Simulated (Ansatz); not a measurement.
**ScC6 (model structure, started from the CaC6 type, R-3m, No. 166, 7 atoms in the cell)**

Method: PBE (Ansatz, a quantum-chemistry and plane-wave program, PAW).

Run with plane-wave cutoff 520 eV, 16×16×16 k mesh, Fermi–Dirac smearing 0.05 eV, scalar-relativistic PAW data made under PBE.

Cell (relaxed at this level):

```
CELL_PARAMETERS angstrom
      2.17914     1.25813     3.97001
     -2.17914     1.25813     3.97001
      0.00000    -2.51626     3.97001
ATOMIC_POSITIONS crystal
  Sc 0.00000 0.00000 0.00000
  C  0.16671 0.83329 0.50000
  C  0.83329 0.50000 0.16671
  C  0.83329 0.16671 0.50000
  C  0.50000 0.83329 0.16671
  C  0.16671 0.50000 0.83329
  C  0.50000 0.16671 0.83329
```

```json
{
  "band_gap": "zero (no gap)",
  "bulk modulus B0": "161 GPa"
}
```

Note: the bulk modulus is −V dP/dV from two relaxed cells at ±2 % in volume; the relaxation could raise the start's symmetry but not lower it, so the cell can be a saddle point.

A model structure was made by putting elements into a prototype or built by hand; it is no filed structure, need not be a known phase, and can be a saddle point held by its symmetry.
